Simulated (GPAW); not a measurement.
## Equation of state of cubic perovskite BaZrO3 (space group 221): energy against volume (GPAW, PBE)

```
BaZrO3
1.0
    4.11550     0.00000     0.00000
    0.00000     4.11550     0.00000
    0.00000     0.00000     4.11550
Ba Zr O
1 1 3
Cartesian
  0.00000   0.00000   0.00000
  2.05775   2.05775   2.05775
  2.05775   0.00000   2.05775
  0.00000   2.05775   2.05775
  2.05775   2.05775   0.00000
```

Level of theory: PBE, GPAW PAW datasets PBE (gpaw-data 1.0.1) (plane waves; GPAW 25.7.0). Settings: mode = pw; ecut = 1040 eV; xc = PBE; kpts = 8 8 8; mesh shift (steps) = 0 0 0; occupations.name = fermi-dirac; occupations.width = 0.01 eV; nbands = -8; convergence.forces = 0.001 eV/Å; convergence.bands = -6; symmetry.symmorphic = false; symmetry.tolerance = 0.0005; maxiter = 100. The cell above is the first row's. The rows scale it uniformly. In all rows fractional positions and the k mesh are held. E is the free energy at the stated smearing, counted from the lowest row.

```
V (Å^3/atom)  E (meV/atom)
------------  ------------
13.941               46.80
14.244               24.30
14.547                9.52
14.850                1.65
15.153                0.00
15.456                3.92
15.760               12.83
16.063               26.25
16.366                   ?
```

Q: Using the third-order Birch-Murnaghan form, a cubic in V^(-2/3), estimate the missing E at V = 16.366 from the other rows, showing the fit.

A: With u = V^(-2/3) - 0.165, the rows have u = 0.007638, 0.005181, 0.002810, 0.000519, -0.001694, -0.003836, -0.005915, -0.007922. Least squares gives E = 0.745 + 1446.07·u + 594587·u² + 723391·u³. Residuals (row less fit): 0.000, 0.002, 0.001, -0.006, 0.002, 0.014, -0.015, 0.005; standard error 0.011 (degrees of freedom: 4). Its minimum lies at u = -0.001219, so V0 = (0.163781)^(-3/2) = 15.09. There d²E/du² = 1184000 and d³E/du³ = 4340000, so B0 = (4/9) × 15.09^(-7/3) × 1184000 × 0.160218 = 150 GPa (the last factor turns the table's units into GPa), and B0' = 4 + (2/3) × 0.163781 × (4340000)/1184000 = 4.4. The program's pressures in the fitted runs (not shown) pass through zero at V = 15.09, 0.01 % from this V0. At the withheld row, u = -0.009867, so E = 0.745 + 1446.07 × (-0.009867) + 594587 × (-0.009867)² + 723391 × (-0.009867)³ = 43.669 meV/atom. The calculation gives 43.66 meV/atom, 0.009 meV/atom below the prediction (under 0.05 % of the range of E in the table). The row lies outside the fitted rows, so this is an extrapolation. From the scatter of the fitted rows alone, a prediction at this place has a standard error of 0.026 meV/atom, so the miss is 0.3 times that.

Carrying the step between the two nearest rows on in a straight line would have given 39.67, off by 3.99; series whose last step already gives the withheld value aren't shown. The scan was laid around a cell of about the measured size, scaled by a guess for this functional. The runs keep the symmetry of the cell, so they don't test it for distortions. Spin-orbit coupling is off. Cutoffs and mesh are single choices, not tested for convergence of this quantity. Series with a scatter that would blur these digits, or in which a gap closes, are not shown. Nor are scans whose minimum lies at an end fitted in this form.
